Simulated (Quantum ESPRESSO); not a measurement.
## How far to go with the plane-wave cutoff: Sr (Fm-3m, 1 atom in the cell)

```xyz
1
Lattice="0.0000 3.0309 3.0309 3.0309 0.0000 3.0309 3.0309 3.0309 0.0000" Properties=species:S:1:pos:R:3 pbc="T T T"
Sr     0.0000     0.0000     0.0000
```

Level of theory: PBE, PseudoDojo standard norm-conserving (PBE) pseudopotentials (plane waves; Quantum ESPRESSO 7.5).

Base settings: ecutwfc = 70 Ry; occupations = smearing; smearing = fermi-dirac; degauss = 0.0073499 Ry; potentials = {Sr: Sr.upf}; K_POINTS = automatic 6 6 6 0 0 0; conv_thr = 1e-08 Ry; mixing_beta = 0.4.

The second cell is the first with its lattice scaled by 0.98.

The mesh stays at the base's, so the ladder's end is converged at best in this setting alone.

Only quantities that move along the ladder and can be compared are tabulated.

The count of work is k-points × plane waves × bands × iterations; it is no time. 

The starting cell has typed, rounded lattice constants, without a prior relaxation at this level. Its lattice was rescaled by up to half a per cent.

```tsv
ecutwfc	free energy less the last step's (meV/atom)	energy of the compressed cell less the first (meV/atom)	pressure (GPa)	count of work / last
24 Ry	3359.74	3.23	-20.00	0.063
28 Ry	1950.83	11.91	-15.00	0.081
32 Ry	1078.20	7.58	-10.30	0.098
35 Ry	671.06	5.16	-7.43	0.098
38 Ry	409.42	3.10	-5.23	0.11
42 Ry	201.16	4.81	-3.12	0.13
49 Ry	49.99	4.90	-1.13	0.16
56 Ry	9.29	5.25	-0.37	0.19
63 Ry	1.45	5.19	-0.15	0.23
70 Ry	0.66	5.17	-0.11	0.27
77 Ry	0.58	5.17	-0.11	0.31
84 Ry	0.46	5.17	-0.11	0.35
94 Ry	0.39	5.17	-0.11	0.42
105 Ry	0.36	5.17	-0.11	0.49
122 Ry	0.19	5.17	-0.11	0.62
140 Ry	0.09	5.16	-0.11	0.76
168 Ry	0.00	5.16	-0.11	1.0
```

Coarsest ecutwfc that holds the pressure within 0.5 GPa of the last step, with all finer ones: 56 Ry, at 0.19 of the last step's count of work; the step before is off by 1.0 GPa.

Coarsest ecutwfc that holds the free energy within 5 meV/atom of the last step, with all finer ones: 63 Ry, at 0.23 of the last step's count of work; the step before is off by 9.3 meV/atom.

Coarsest ecutwfc that holds the energy of the compressed cell less the first within 0.5 meV/atom of the last step, with all finer ones: 42 Ry, at 0.13 of the last step's count of work; the step before is off by 2.1 meV/atom.

The energy difference between the two cells stays within 1 meV/atom of the last step's from 42 Ry on, the total only from 70 Ry on: much of the error is common to both cells and cancels.

At the lowest cutoff the pressure lies 19.9 GPa under the last step's, the usual sign of Pulay stress in an incomplete plane-wave basis.
